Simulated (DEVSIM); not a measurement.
Structure: W/SiO2/p-Si capacitor, at 500 K.

Layer 1 from the left is SiO2, thickness (nm) 10.0. Layer 2 from the left is Si, thickness (nm) 8500, Na (cm⁻³) 4.6e15.

Metal gate on the left, work function 4.6 eV. Fixed charge at the semiconductor interface 0 cm⁻² (in units of +e); no interface traps.

This is a model device: material constants are rounded textbook-type values typed into the input, and sizes, dopings and lifetimes were drawn at random. Values at 300 K; Nc and Nv go as T^1.5, mobilities as T to minus their exponent, the gap by Varshni's rule with the affinity fixed.

SiO2: gap (eV) 9, affinity (eV) 0.9, permittivity 3.9. Si: gap (eV) 1.124, affinity (eV) 4.05, permittivity 11.7, Nc (cm⁻³) 2.86e19, Nv (cm⁻³) 3.1e19, Varshni α (eV/K) 0.000473, Varshni β (K) 636.

### Question
Estimate by hand the flat-band voltage, the threshold voltage, and compare with a numerical solution.

### Answer

- Flat-band voltage: C = 0.345 μF/cm², work-function difference -0.103 V; VFB = φms − qNf/C = -0.10 V; numerical -0.10 V.
- Threshold voltage: φF = 0.122 V, depletion charge √(4εqNφF) = 1.93e-8 C/cm²; VT = VFB + 2φF + Qd/C = 0.20 V; numerical 0.20 V.

Model (solved in DEVSIM): 1D Poisson equation in equilibrium, Boltzmann statistics, complete ionisation; no quantum confinement or tunnelling. Metal contacts follow the ideal Schottky-Mott rule: no Fermi-level pinning, no interface dipoles.
